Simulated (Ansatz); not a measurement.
A self-consistent single point of CrW (Cmm2, 2 atoms in the cell) with Ansatz (a first-principles code).

Method of the run: PBEsol, default PAW files made with PBE (plane waves; Ansatz).

The change in words: lattice scaled by 0.98; kpoints.mp_grid.grid: 13 13 8 → 8 8 5. Reference geometry:
```xyz
2
Lattice="1.5366 -2.2022 0.0000 1.5366 2.2022 0.0000 0.0000 0.0000 4.2392" Properties=species:S:1:pos:R:3 pbc="T T T"
Cr     0.0000     0.0000     0.0500
W      1.5366     0.0000     2.1196
```

Reference input (self-consistent single point, DFT, PBEsol, plane waves, default PAW files made with PBE): basis.ecutwfc = 420 eV; kpoints.mp_grid.grid = 13 13 8; hamiltonian.xc = pbesol; hamiltonian.pseudopotentials = {kind: paw} (the program's default PAW files); scf.occupations.method = gaussian; scf.occupations.width = 0.1 eV. This run's input differs from it in these lines:

Ansatz 0.2 input:
```diff
@@ -2,5 +2,5 @@
   lattice:
-    - [1.536610, -2.202181, 0.000000]
-    - [1.536610, 2.202181, 0.000000]
-    - [0.000000, 0.000000, 4.239190]
+    - [1.505878, -2.158137, 0.000000]
+    - [1.505878, 2.158137, 0.000000]
+    - [0.000000, 0.000000, 4.154406]
   atoms:
@@ -12,3 +12,3 @@
   mp_grid:
-    grid: [13, 13, 8]
+    grid: [8, 8, 5]
 hamiltonian:
```

Log, with long lists cut:

```
SCF iter   1: F=—  HF=-13605.527559 eV  |F-HF|=—  |Δ(HF+E_count)|=         —  Δρ=2.58e-2  dr2=2.56e-1  ethr=1.77e-3  ⟨swp⟩=4.9  Hψ=4598  notcnv=0
all-band conjugate gradients solve this SCF's bands
preconditioner: auto → none
SCF iter   2: F=—  HF=-13605.516012 eV  |F-HF|=—  |Δ(HF+E_count)|=   1.15e-2  Δρ=1.56e-2  dr2=1.14e-1  ethr=9.13e-4  ⟨swp⟩=2.0  Hψ=1853  notcnv=0  defer=9
   [... lines left out ...]
SCF iter   4: F=—  HF=-13605.506915 eV  |F-HF|=—  |Δ(HF+E_count)|=   1.41e-3  Δρ=5.49e-4  dr2=4.83e-5  ethr=1.70e-5  ⟨swp⟩=2.0  Hψ=1885  notcnv=0  defer=9
SCF iter   5: F=—  HF=-13605.506916 eV  |F-HF|=—  |Δ(HF+E_count)|=   1.31e-6  Δρ=2.28e-4  dr2=3.67e-5  ethr=1.72e-7  ⟨swp⟩=2.2  Hψ=1834  notcnv=0  defer=9
SCF iter   6: F=—  HF=-13605.506907 eV  |F-HF|=—  |Δ(HF+E_count)|=   9.61e-6  Δρ=6.15e-5  dr2=7.59e-7  ethr=1.31e-7  ⟨swp⟩=2.0  Hψ=1579  notcnv=0  defer=9
SCF iter   7: F=-13605.506907 eV  HF=-13605.506907 eV  |F-HF|=1.27e-8  |Δ(HF+E_count)|=   3.36e-7  Δρ=1.58e-5  dr2=4.97e-8  ethr=3.57e-10  ⟨swp⟩=6.3  Hψ=4842  notcnv=0
SCF 1 converged in 7 iterations: F = -13605.506907 eV  dr2 = 4.97e-8
Free energy (F): -13605.506907 eV
Internal energy: -13605.501658 eV  (E = F + TS)
E sigma→0 (E₀):  -13605.504283 eV
Entropy (-TS):   -0.005249 eV (-2.624 meV/atom)
Fermi energy:    21.321030 eV
--- Forces (eV/Å), atoms counted from 1 ---
  atom   1  Cr     0.00000000     0.00000000    -0.66693441
  atom   2  W      0.00000000     0.00000000     0.66690489
--- Stress (GPa, compression-positive) ---
        4.613777       0.000000       0.000000
        0.000000       4.407406       0.000000
        0.000000       0.000000       2.191900
  P = ⅓ Tr σ = 3.7377 GPa (37.377 kbar)
  The stress holds the Pulay correction. Without it, at fixed plane waves, as pw.x and ABINIT print it: P = 3.6592 GPa
```

The run converged in 7 iterations. Against the reference run the free energy drops by 25.3 meV/atom, the pressure goes from -12.91 to 3.74 GPa and the largest force goes from 0.554 to 0.667 eV/Å.

The starting cell comes from a database of computed structures (which also holds hypothetical and non-ambient phases and stackings), without a prior relaxation at this level. Its lattice was rescaled by up to half a per cent. One atom was moved a little off its site on purpose. For this run, on top of that: lattice scaled by 0.98. Spin polarisation is off. With a pressure of about 4 GPa the cell is away from its equilibrium volume at this level. Ansatz's pressure includes its estimate of the finite-basis (Pulay) stress.
